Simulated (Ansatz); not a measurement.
```yaml
crystal:
  lattice:
    - [3.03482, 0.00000, 0.00000]
    - [1.51741, 2.62823, 0.00000]
    - [1.51741, -0.87608, 2.41066]
  atoms:
    - { symbol: Mg, position: [0.00000, 0.00000, 0.00000] }
    - { symbol: O, position: [0.00000, 0.50000, 0.50000] }
```

No spin polarisation.

All numbers come from Kohn–Sham DFT with the r2SCAN functional, run in Ansatz (a quantum-chemistry and plane-wave program) with PAW and 500 eV plane waves, no SOC. k-mesh 13×13×13 (Γ-centred); smearing 0.05 eV (Fermi–Dirac).

Problem. Predict the in-plane stress, band gap and electron mass.

Solution. Mean in-plane stress (compression positive): -8.0 GPa
Band gap: 5.20 eV
Electron mass: 0.38 mₑ out of plane, 0.35 mₑ in plane (at Γ)

The cells carry an imposed strain or load. Masses are band curvatures over ±0.01 Å⁻¹ around the edge. Whether these cells are dynamically stable was not tested. The cell was made from MgO in the rock salt structure (space group Fm-3m, No. 225) by this change: biaxial strain +2.08 %, plane normal [111], relaxed out of plane.
